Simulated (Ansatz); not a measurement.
CaO (model structure, started from the CsCl type, Pm-3m, No. 221, 2 atoms in the cell), treated with PBE-D3(BJ) in Ansatz (plane waves, PAW).

Run with plane-wave cutoff 520 eV, 12×12×12 k mesh, Fermi–Dirac smearing 0.01 eV, scalar-relativistic PAW data made under PBE.

Cell (relaxed at this level):

```
CaO
1.0
    2.89958     0.00000     0.00000
    0.00000     2.89958     0.00000
    0.00000     0.00000     2.89958
Ca O
1 1
Cartesian
  0.00000   0.00000   0.00000
  1.44979   1.44979   1.44979
```

### Question
Give the computed band gap and smallest direct gap on the k points sampled.

### Answer

band gap: 2.77 eV (indirect)
smallest direct gap on the k points sampled: 3.07 eV

Note: the relaxation could raise the start's symmetry but not lower it, so the cell can be a saddle point.

Computed values are for the static lattice.

A model structure was made by putting elements into a prototype or built by hand; it is no filed structure, need not be a known phase, and can be a saddle point held by its symmetry.

Ansatz is a program for electronic structure.
